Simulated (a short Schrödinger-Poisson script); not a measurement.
# Gated In0.52Al0.48As/In0.53Ga0.47As δ-doped gas in a quantum well

Stack: gated In0.52Al0.48As/In0.53Ga0.47As δ-doped gas in a quantum well, at 20 K.

```
layer        material  thickness (nm)  Na (cm⁻³)
-----  --------------  --------------  ---------
1      In0.52Al0.48As              10          -
2      In0.52Al0.48As               2          -
3      In0.53Ga0.47As              15          -
4      In0.52Al0.48As            4000       3e15
```

Constants are typed, rounded textbook-type inputs, not results; the design itself was drawn at random and stands for no fabricated device. In0.52Al0.48As: permittivity 12.5, conduction-band edge (eV) 0.52, gap (eV) 1.45, electron mass (mₑ) 0.075, Nv at 300 K (cm⁻³) 1.1e19. In0.53Ga0.47As: permittivity 13.9, conduction-band edge (eV) 0, gap (eV) 0.74, Nv at 300 K (cm⁻³) 7.7e18.

Channel valleys (confinement mass, in-plane density-of-states mass, number): Γ 0.041, 0.041, 1. At the gate the conduction-band edge of layer 1 lies 0.65 eV − eVg above the Fermi level of the channel; the field vanishes at the back. Sheet of ionised δ-doping: +4.4e12 e/cm² at 10 nm from the gate. The barrier under the gate holds no holes. Gaps are held at their typed values at every temperature. Mesh 0.08 nm at interfaces.

From a short Schrödinger-Poisson script (our own, NumPy): 1D Poisson equation in equilibrium, electrons quantum, Hartree (BenDaniel-Duke, 40 states a valley, the channel's in-plane mass for all, wave functions free to enter the barrier), parabolic valleys, classical holes, full ionisation, no traps, pinning or gate leakage.

```tsv
Vg (V)	electrons (cm⁻²)	in the channel layer	C (μF/cm²)	Γ E0 (meV)	Γ E1 (meV)
0.4	3.20e12	3.06e12	0.681	-146.2	-40.7
0.35	2.99e12	2.87e12	0.678	-138.5	-36.0
0.3	2.78e12	2.67e12	0.674	-130.9	-31.3
0.25	2.57e12	2.48e12	0.671	-123.4	-26.5
0.2	2.36e12	2.28e12	0.668	-116.0	-21.8
0.15	2.15e12	2.09e12	0.664	-108.7	-17.0
0.1	1.95e12	1.89e12	0.661	-101.5	-12.1
0.05	1.74e12	1.70e12	0.657	-94.4	-7.2
0	1.54e12	1.50e12	0.647	-87.2	-2.0
-0.05	1.34e12	1.32e12	0.599	-78.3	5.6
-0.1	1.16e12	1.14e12	0.589	-67.6	15.5
-0.15	9.76e11	9.60e11	0.584	-57.0	25.5
-0.2	7.96e11	7.84e11	0.578	-46.5	35.5
-0.25	6.17e11	6.09e11	0.571	-36.0	45.5
-0.3	4.41e11	4.35e11	0.564	-25.7	55.4
-0.35	2.67e11	2.64e11	0.556	-15.6	65.4
-0.4	9.54e10	9.44e10	0.543	-5.5	75.6
```

Gate voltages with under 1e6 electrons/cm² are left out.

Subbands count from the Fermi level.

Above a few 1e12 electrons/cm² a light Γ valley is non-parabolic and upper valleys begin to fill, which the model leaves out.
